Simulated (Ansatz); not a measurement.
Formation energy of the localised charge states of C interstitial in beta Si3N4 (start: void with 6N6Si nearest; 84-site cell, 2×2×2 shifted sampling) against the Fermi level, Si-rich (Δμ(C) = -0.41 eV, bounded by 6H silicon carbide; only phases computed here count, gases as isolated molecules at 0 K). The numbers are results of PBE, PAW (plane waves to 420 eV; Ansatz, an electronic-structure program), not measurements.

Charges with a result: +3, +2, +1, 0. Others weren't obtained, and one of them could lie lower, also by skipping a charge.

Cell and caveats: 84-site cell; 2×2×2 shifted k-points; host gap 4.25 eV; charged states image-corrected; finite-size errors of tenths of an eV; flagged in the runs: a doubtful potential alignment, a host whose relaxation on this sampling wasn't shown to rest.

Left out: charge +3 (level within 0.1 eV of a band edge or past it); charge +2 (level within 0.1 eV of a band edge or past it).

```json
[
 {"E_F − E_VBM (eV)": "0.00", "q = +1": "6.40", "q = 0": "7.69"},
 {"E_F − E_VBM (eV)": "0.53", "q = +1": "6.93", "q = 0": "7.69"},
 {"E_F − E_VBM (eV)": "1.06", "q = +1": "7.47", "q = 0": "7.69"},
 {"E_F − E_VBM (eV)": "1.60", "q = +1": "8.00", "q = 0": "7.69"},
 {"E_F − E_VBM (eV)": "2.13", "q = +1": "8.53", "q = 0": "7.69"},
 {"E_F − E_VBM (eV)": "2.66", "q = +1": "9.06", "q = 0": "7.69"},
 {"E_F − E_VBM (eV)": "3.19", "q = +1": "9.59", "q = 0": "7.69"},
 {"E_F − E_VBM (eV)": "3.72", "q = +1": "10.12", "q = 0": "7.69"},
 {"E_F − E_VBM (eV)": "4.25", "q = +1": "10.66", "q = 0": "7.69"}
]
```

Crossings of the lowest lines: (+1/0) at 1.29 eV.
